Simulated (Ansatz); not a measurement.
Consider the energy of one form of W2CN over another. The value is E(A) − E(B), in meV per atom.

A: W2CN (Pmm2), 4 atoms in the cell; this is a cell whose start was taken from, or built on, an entry of a structure database, and that this text hasn't matched to a measured one; spin state with PBE: run without spin, k-point mesh 12×12×8 on the run's own vectors.
```yaml
crystal:
  lattice:
    - [2.84553, 0.00000, 0.00000]
    - [0.00000, 2.90881, 0.00000]
    - [0.00000, 0.00000, 5.03078]
  atoms:
    - { symbol: W, position: [0.00000, 0.00000, 0.00233] }
    - { symbol: N, position: [0.50000, 0.00000, 0.66515] }
    - { symbol: W, position: [0.00000, 0.50000, 0.49750] }
    - { symbol: C, position: [0.50000, 0.50000, 0.16835] }
```

B: W2CN (P-6m2), 4 atoms in the cell; this is a cell whose start was taken from, or built on, an entry of a structure database, and that this text hasn't matched to a measured one; spin state with PBE: run without spin, k-point mesh 18×18×6 on the run's own vectors.
```yaml
crystal:
  lattice:
    - [2.90582, 0.00000, 0.00000]
    - [-1.45291, 2.51651, 0.00000]
    - [0.00000, 0.00000, 5.69545]
  atoms:
    - { symbol: W, position: [0.00000, 0.00000, 0.74702] }
    - { symbol: N, position: [0.66667, 0.33333, 0.00000] }
    - { symbol: W, position: [0.00000, 0.00000, 0.25298] }
    - { symbol: C, position: [0.66667, 0.33333, 0.50000] }
```

Computed with Ansatz (plane waves, PAW), its PAW set soft_1, cutoff 420 eV. The structures are at rest with PBE. Neutral cells; Fermi-Dirac smearing of at most 0.05 eV in the solids, energies taken to zero width. A dispersion term (D3(BJ), or D4 for r2SCAN) was computed beside these levels and is taken off wherever the name lacks it. Space groups of crystals are read within 0.01 Å. Static lattices, no vibrational contributions. Spin-orbit coupling is left out. The d electrons get no Hubbard U.

Problem. What value does PBE give?

Solution. 7 meV/atom for A less B, so W2CN (P-6m2) (B) lies lower.

Ansatz is a program for electronic structure.
